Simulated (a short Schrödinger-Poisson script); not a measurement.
Solved with a short Schrödinger-Poisson script written for these runs: 1D Poisson equation in equilibrium, electrons quantum, Hartree (BenDaniel-Duke, 12 states a valley, the channel's in-plane mass for all, wave functions ending at the dielectric), parabolic valleys, classical holes, full ionisation, no traps, pinning or gate leakage.

Structure: MOS inversion layer, SiO2 on p-type Si(100), at 300 K.

From the gate side: 1.8 nm SiO2; 1400 nm Si, acceptors 9.2e16 cm⁻³.

Constants are typed, rounded textbook-type inputs, not results; the design itself was drawn at random and stands for no fabricated device. SiO2: permittivity 3.9, conduction-band edge (eV) 3.15, gap (eV) 9, electron mass (mₑ) 0.5. Si: permittivity 11.7, conduction-band edge (eV) 0, gap (eV) 1.124, Nv at 300 K (cm⁻³) 3.1e19.

Channel valleys (confinement mass, in-plane density-of-states mass, number): Δ2 0.916, 0.19, 2; Δ4 0.19, 0.417, 4. At the gate the conduction-band edge of layer 1 lies 3.3 eV − eVg above the Fermi level of the channel; the field vanishes at the back. Gaps are held at their typed values at every temperature. Mesh 0.03 nm at interfaces.

Task: Give the gate voltage at 1e11 electrons/cm² (V); the lowest subband against the Fermi level at Vg = 0.95 V (meV); the centroid of the channel electrons at Vg = 0.95 V (nm).

Result: gate voltage at 1e11 electrons/cm² (V): 0.18; lowest subband against the Fermi level at Vg = 0.95 V (meV): -13.9; centroid of the channel electrons at Vg = 0.95 V (nm): 1.95.
